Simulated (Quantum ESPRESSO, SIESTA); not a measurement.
**Pressure against volume in rock-salt SrTe (space group 225) (SIESTA, LDA)**

```
SrTe
1.0
    0.00000     3.20049     3.20049
    3.20049     0.00000     3.20049
    3.20049     3.20049     0.00000
Sr Te
1 1
Direct
  0.00000   0.00000   0.00000
  0.50000   0.50000   0.50000
```

Method of the run: SIESTA with LDA PW92, numerical atomic orbitals DZP, PseudoDojo LDA standard norm-conserving potentials (rewritten from UPF to PSML). Settings: XC.functional = LDA; XC.authors = PW92; potentials = PseudoDojo LDA standard; PAO.BasisSize = DZP; PAO.EnergyShift = 0.01 Ry; MeshCutoff = 455 Ry; kgrid.MonkhorstPack = 9 9 9; OccupationFunction = FD; ElectronicTemperature = 116.05 K; MaxSCFIterations = 150; SCF.Mixer.Method = Pulay; SCF.Mixer.Weight = 0.25; SCF.Mixer.History = 6; SCF.DM.Tolerance = 1.0E-05. The cell above is the first row's. The rows scale it uniformly. In all rows fractional positions and the k mesh are held.

| V (Å^3/atom) | P (GPa) |
|---|---|
| 32.783 | 5.65 |
| 33.496 | 4.22 |
| 34.208 | 2.95 |
| 34.921 | 1.80 |
| 35.634 | 0.79 |
| 36.346 | -0.10 |
| 37.059 | -0.91 |
| 37.772 | -1.61 |
| 38.484 | ? |

Q: Fit P against V with a cubic, and predict the withheld value at V = 38.484.

A: With u = V - 35.3, the rows have u = -2.5170, -1.8040, -1.0920, -0.3790, 0.3340, 1.0460, 1.7590, 2.4720. Least squares gives P = 1.251 - 1.4160·u + 0.11792·u² - 0.00549·u³. Residuals (row less fit): 0.000, -0.001, 0.005, -0.005, -0.001, 0.007, -0.005, 0.002; standard error 0.006 (degrees of freedom: 4). The fitted pressure is zero at V0 = 36.26, where dP/dV = -1.206, so B0 = -V0·dP/dV = 43.7 GPa. At the withheld row, u = 3.1840, so P = 1.251 - 1.4160 × 3.1840 + 0.11792 × 3.1840² - 0.00549 × 3.1840³ = -2.239 GPa. The calculation gives -2.24 GPa, which the fit meets to the printed digits. The row lies outside the fitted rows, so this is an extrapolation. From the scatter of the fitted rows alone, a prediction at this place has a standard error of 0.016 GPa, so the miss is 0.1 times that.

Carrying the step between the two nearest rows on in a straight line would have given -2.31, off by 0.07; series whose last step already gives the withheld value aren't shown. The scan was laid around a cell of about the measured size, scaled by a guess for this functional. The runs keep the symmetry of the cell, so they don't test it for distortions. A plane-wave scan with the same functional (Quantum ESPRESSO, GBRV) gives V0 = 34.75 Å^3/atom and B0 = 39.3 GPa; a Birch-Murnaghan fit to all rows here lies 4.3 % from it in V0 and 11 % in B0; the two differ in basis, and may differ in potentials and mesh. The LDA file for Te was generated anew from PseudoDojo's inputs, some of which were changed. Values carry the incompleteness of an atom-centred basis. Spin-orbit coupling is off. Cutoffs and mesh are single choices, not tested for convergence of this quantity. Series with a scatter that would blur these digits, or in which a gap closes, are not shown.
